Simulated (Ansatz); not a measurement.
Base system: BN in the zinc blende structure (space group F-43m, No. 216; a = 3.581 Å). Axes: x, y, z lie along the cube axes.

Calculations: DFT with LDA, PAW potentials and a 420 eV plane-wave cutoff in Ansatz (an electronic-structure program), scalar-relativistic without spin-orbit coupling.

The change: the cell is stretched by 2.50 % along z with no lateral relaxation; the atoms relax in the strained cell.

Q: Predict the stress tensor and what it implies for the stiffness.

A: Stress of the strained cell less that of the base (GPa, compression positive):
```
  -4.23    0.00    0.00
   0.00   -4.23    0.00
   0.00    0.00  -20.02
```

Then −Δσ_ii/ε with ε = 0.0250 gives secant stiffness values (nonlinear terms included at this strain): C33 ≈ 801 GPa, C13 ≈ 169 GPa and C23 ≈ 169 GPa.

As a check, the harmonic strain energy −½ V₀ Δσ:ε is 9.0 meV/atom; the computed energy rise is 9.1 meV/atom.

No phonon test of stability was made.
